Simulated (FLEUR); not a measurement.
# Input and output of a self-consistent single point for Nb (Im-3m, 1 atom in the cell) (FLEUR)

Computed with PBE, all-electron FLAPW (FLEUR), scalar-relativistic valence in FLEUR.

The input file:

Input of the input generator:

```
Nb FLAPW
&input film=f /
-3.1336383462 3.1336383462 3.1336383462
3.1336383462 -3.1336383462 3.1336383462
3.1336383462 3.1336383462 -3.1336383462
1.0
1.0 1.0 1.0

1
41 0.0000000000 0.0000000000 0.0000000000

&comp jspins=1 /
&kpt div1=10 div2=10 div3=10 gamma=t /
&end /
```

```xml
<?xml version="1.0" encoding="UTF-8" standalone="no"?>
<fleurInput fleurInputVersion="0.39">
   <comment>
      Nb FLAPW                                                                                            
   </comment>
   <calculationSetup>
      <cutoffs Kmax="4.0" Gmax="14.0" GmaxXC="14.0" numbands="0"/>
      <scfLoop itmax="60" minDistance="0.00001" maxIterBroyd="15" imix="Anderson" alpha="0.05" precondParam="0.0" spinf="2.0"/>
      <coreElectrons ctail="T" frcor="F" kcrel="0" coretail_lmax="0"/>
      <xcFunctional name="pbe" relativisticCorrections="F"/>
      <magnetism jspins="1"/>
      <soc l_soc="F" theta="0.0" phi="0.0" spav="F"/>
      <expertModes spex="0" secvar="F"/>
      <geometryOptimization l_f="T" forcealpha="1.0" forcemix="BFGS" epsdisp="0.00001" epsforce="0.00001"/>
      <ldaU l_linMix="F" mixParam="0.05" spinf="1.0"/>
   </calculationSetup>
   <cell>
      <bzIntegration valenceElectrons="13.0" mode="hist" fermiSmearingEnergy="0.00367493">
         <kPointListSelection listName="default-1"/>
         <!-- k-points included here -->
         <xi:include xmlns:xi="http://www.w3.org/2001/XInclude" href="kpts.xml"> </xi:include>
      </bzIntegration>
      <!-- symmetry operations included here -->
      <xi:include xmlns:xi="http://www.w3.org/2001/XInclude" href="sym.xml"> </xi:include>
      <bulkLattice scale="1.0">
         <bravaisMatrix>
            <row-1>   -3.1336383462000001     3.1336383462000001     3.1336383462000001</row-1>
            <row-2>    3.1336383462000001    -3.1336383462000001     3.1336383462000001</row-2>
            <row-3>    3.1336383462000001     3.1336383462000001    -3.1336383462000001</row-3>
         </bravaisMatrix>
      </bulkLattice>
   </cell>
   <atomSpecies>
      <species name="Niobium (Nb)" element="Nb" atomicNumber="41">
         <mtSphere radius="2.54" gridPoints="877" logIncrement="0.015"/>
         <atomicCutoffs lmax="10" lnonsphr="8"/>
         <electronConfig flipSpins="F">
            <coreConfig>(1s1/2) (2s1/2) (2p1/2) (2p3/2) (3s1/2) (3p1/2) (3p3/2) (3d3/2) (3d5/2)</coreConfig>
            <valenceConfig>(4s1/2) (4p1/2) (4p3/2) (5s1/2) (4d3/2) (4d5/2)</valenceConfig>
            <stateOccupation state="(5s1/2)" spinUp="0.5" spinDown="0.5"/>
            <stateOccupation state="(4d3/2)" spinUp="0.8" spinDown="0.8"/>
            <stateOccupation state="(4d5/2)" spinUp="1.2" spinDown="1.2"/>
         </electronConfig>
         <energyParameters s="5" p="5" d="4" f="4"/>
         <lo type="SCLO" l="0" n="4" eDeriv="0"/>
         <lo type="SCLO" l="1" n="4" eDeriv="0"/>
      </species>
   </atomSpecies>
   <atomGroups>
      <atomGroup species="Niobium (Nb)">
         <relPos label="                   1">.0000000000 .0000000000 .0000000000</relPos>
         <force calculate="T" relaxXYZ="TTT"/>
      </atomGroup>
   </atomGroups>
   <output dos="F" band="F" slice="F">
      <checks vchk="F" cdinf="F"/>
      <bandDOS minEnergy="-.5*Htr" maxEnergy="0.5*Htr" sigma="0.015" storeEVData="T"/>
      <vacuumDOS vacdos="F" integ="F" star="F" nstars="0" locx1="0.0" locy1="0.0" locx2="0.0" locy2="0.0" nstm="0" tworkf="0.0"/>
      <unfoldingBand unfoldBand="F" supercellX="1" supercellY="1" supercellZ="1"/>
      <plotting iplot="0" polar="F">
         <plot TwoD="T" vec1="  1.0  0.0  0.0" vec2="  0.0  1.0  0.0" vec3="  0.0  0.0  1.0" zero="  0.0  0.0  0.0" file="plot"/>
      </plotting>
      <chargeDensitySlicing numkpt="0" minEigenval="0.0" maxEigenval="0.0" nnne="0" pallst="F"/>
      <specialOutput eonly="F"/>
      <magneticCircularDichroism mcd="F" energyLo="-10.0" energyUp="0.0"/>
   </output>
  <!-- We include the file relax.xml here to enable relaxations (see documentation) -->
  <xi:include xmlns:xi="http://www.w3.org/2001/XInclude" href="relax.xml"> <xi:fallback/> </xi:include>
</fleurInput>
```

Log, with long lists cut:

```
      Welcome to FLEUR        (www.flapw.de)
      MaX-Release 8.1          (www.max-centre.eu)

 ========== k-point set info ==========
 Selected k-point list: default-1
 k-point list type: mesh
 10 x 10 x 10
 Number of k points: 47

 ------------Calculation Setup---------------------------
 Number of basis functions:          149
 Iteration:     1   Distance:      12.20405503 me/bohr^3
 Iteration:     2   Distance:      11.18333048 me/bohr^3
 Iteration:     3   Distance:       4.21550117 me/bohr^3
 Iteration:     4   Distance:       2.60780014 me/bohr^3
 Iteration:     5   Distance:       1.79460938 me/bohr^3
 Iteration:     6   Distance:       0.10795350 me/bohr^3
   [... 2 lines left out ...]
 Iteration:     9   Distance:       0.00458188 me/bohr^3
 Iteration:    10   Distance:       0.00099873 me/bohr^3
 Iteration:    11   Distance:       0.00034048 me/bohr^3
 Iteration:    12   Distance:       0.00003318 me/bohr^3
 Iteration:    13   Distance:       0.00000107 me/bohr^3

 Run finished successfully
 Stop message:
   Structural relaxation: Done

[file out, last iteration]
             iter=     14
          p o t e n t i a l   g e n e r a t o r
[...]
          integral of pseudo charge density inside the slab=        0.000000   0.000000
     coulomb potential in the interstitial region:
          density-coulomb potential integrals
          total density-coulomb potenti    -6059.9221238491
          density-effective potential integrals for spin  1
          total density-effective poten   -6.2151343792E+03
          charge density-energy density integrals
          total charge density-energy d   -1.1909391962E+02
 Updated energy parameters for spin:           1
  Atom    1 5s branch from -1.47 to  2.33 htr. ; e_l =  0.3548
  Atom    1 5p branch from -0.54 to  2.98 htr. ; e_l =  0.4677
  Atom    1 4d branch from -6.57 to  0.89 htr. ; e_l =  0.4689
  Atom    1 4f branch from -9.99 to  2.34 htr. ; e_l =  0.7280
  Atom    1 4s branch from-15.49 to -1.47 htr. ; e_l(l -1.5052
  Atom    1 4p branch from-12.10 to -0.54 htr. ; e_l(l -0.6294
[...]
 fermi energy and band-weighting factors:
at   0.00000   0.00000   0.00000   k-weight:    0.001000
   11 eigenvalues :
   -1.513492   -0.607079   -0.607079   -0.607079    0.267590    0.497493    0.497493    0.497493
    0.602996    0.602996    1.002172
   [... 2 blocks of this kind left out ...]

[...]
FERMIE:
          first approx. to ef    (T=0)  :   0.483679 htr   (energy of the highest occ. eigenvalue)
          number of occ. states  (T=0)  :        300
          first approx. to seigv (T=0)  :  -4.672380 htr
          sum of weights of occ. states :   6.505000
          sum of semicore charge        :   0.000000 e
FERHIS:  Fermi-Energy by histogram:
          bandgap                     :   0.002410 htr
          charge neutrality (T=0)     :   0.010000    (zero if the highest occ. eigenvalue is "entirely" occupied)
     EF_NEWTON:  Adjust Fermi-Energy by Newton-Method.
               Number of iterations needed  :   4
               The error in the weight is   :  0.00000E+00
               The error in ef is           :  0.00000E+00 htr
     -->  new fermi energy            :   0.485275 htr
          valence charge              :  13.000000 e
          actual charge blw ef-8kt    :  11.766000 e
          actual charge blw ef+8kt    :  13.000000 e
          number of occ. states       :       322
          sum of the valence weights  :    6.500000
          entropy         :   0.594142 *kb htr/K =   0.00000 htr/K
          sum of val. single particle energies:        -4.6761257386 htr
 Direct bandgap for spin            1 :    5.6791266835113374E-003  Htr
 at k-point           22  with k-vector   0.10000000000000001       0.20000000000000001       0.80000000000000004
          valence density: spin= 1
[...]
     l-like charge
     atom     s        p        d        f        total
 -->  1    2.28817  6.13143  2.69221  0.03186   11.15037
          total charge for spin  1=   13.000000
          interst. charge =       1.849626
          mt charge=             11.150374
          total charge  =   13.000000
          z= 41.     r(1)=  0.499119E-05     dx= 0.015000     m.t.index= 877
               n    l     j    energy       weight
               1.   0.   0.5 -690.2457      2.0000
               2.   0.   0.5  -95.9868      2.0000
               2.   1.   0.5  -88.0333      2.0000
   [... 6 lines left out ...]
          atom type    1  (spin 1)
          kinetic energy=  0.387245677135E+04     sum of the eigenvalues= -0.225597886977E+04
          0.00000149  electrons lost from core.
          total charge for spin  1=   41.000000
          interst. charge =       1.849627
          mt charge=             39.150373
          total charge  =   41.000000
          zc=    41.000000     qfix=    1.000000
     t o t a l  e n e r g y
          sum of eigenvalues =             -2260.6549955052
          density-coulomb potential int    -6059.9221238491
          density-effective potential i    -6215.1343791786
          charge density-ex.-corr.energ     -119.0939196196
          el.-nucl. inter. diff. m.t.       4602.2780808859
          Madelung term for atom type:       -23.6184852350
 ---->    total energy=                    -3820.4721639916 htr
 ---->    (input%tkb*entropy) TS=              0.0021834292 htr
 ---->    free energy=                     -3820.4743474209 htr
      extrapolation for T->0
 ---->    total electron energy=           -3820.4732557062 htr
 ***** TOTAL FORCES ON ATOMS *****
 TOTAL FORCE FOR ATOM TYPE=  1  X=  0.000   Y=  0.000   Z=  0.000
                       FX_TOT= 0.000000 FY_TOT= 0.000000 FZ_TOT= 0.000000
 Structural relaxation: Done
```

The run converged in 13 iterations. FLEUR gives forces in its relaxation mode, with a further iteration, so its stop message speaks of a relaxation.

The starting cell has typed, rounded lattice constants, without a prior relaxation at this level. Its lattice was rescaled by up to half a per cent. Spin polarisation is off. Values depend on the basis (sphere radii, cutoffs, local orbitals), which need not be converged. The log's line on a gap gives a spacing of levels on this mesh, which the program prints for metals too.
